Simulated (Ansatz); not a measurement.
Given:

A slab with vacuum along the third vector:

```xyz
5
Lattice="3.0350 0.0000 0.0000 -1.5175 2.6284 0.0000 0.0000 0.0000 27.5000" Properties=species:S:1:pos:R:3 pbc="T T T"
Cd     1.5175     0.8761     8.1875
Cd     0.0000     1.7523    11.0183
Cd     1.5175     0.8761    13.7500
Cd     0.0000     1.7523    16.4817
Cd     1.5175     0.8761    19.3125
```

Slab: 5 atoms, 11.4 Å thick at the start; k 14x14x1, smearing 0.1 eV, dipole-corrected; single point; on the structure that PBE left under its start's symmetry; no spin, no spin-orbit, no U.

Question: Predict the surface energy (mean of both faces) from r2SCAN, at the PBE geometry run with Ansatz (an electronic-structure program).

Answer: 0.27 J/m²

Question: Estimate the work function of the top face that r2SCAN, at the PBE geometry returns for this input.

Answer: 3.75 eV
